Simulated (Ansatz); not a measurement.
**A computed series for Sn: pressure series**

Take Sn (space group I4_1/amd, No. 141; a = 5.947 Å, c = 3.212 Å) as the base.

Cell and atoms are relaxed at each pressure.

Levels (all Ansatz, an electronic-structure program, PAW, earlier PAW set): PBE (420 eV, no SOC); r2SCAN (500 eV, spin-orbit coupling left out).

The base cell above is that of PBE; each level relaxes its own structures.

| case | lattice parameter a, PBE | lattice parameter a, r2SCAN |
|---|---|---|
| pressure −2 GPa | 6.039 Å | 5.960 Å |
| pressure −1 GPa | 5.992 Å | 5.917 Å |
| pressure 3 GPa | 5.841 Å | 5.785 Å |
| pressure 7 GPa | 5.732 Å | 5.687 Å |
| pressure 15 GPa | 5.577 Å | 5.543 Å |
| pressure 30 GPa | 5.386 Å | 5.362 Å |
| pressure 50 GPa | 5.216 Å | 5.200 Å |
| pressure 75 GPa | 5.067 Å | 5.058 Å |
| pressure 100 GPa | 4.953 Å | 4.950 Å |

PBE lies above r2SCAN in every row, by 0.003 Å to 0.080 Å. They put the cases in the same order.

Load acts through the strain it causes; cell and atoms are relaxed under it. Whether these cells are dynamically stable was not tested. Measured, Sn leaves this structure (for a body-centred tetragonal phase) near 8 GPa (temperature not stated; as listed in Olga Degtyareva, NATO science for peace and security series. B, Physics and biophysics (2010)).
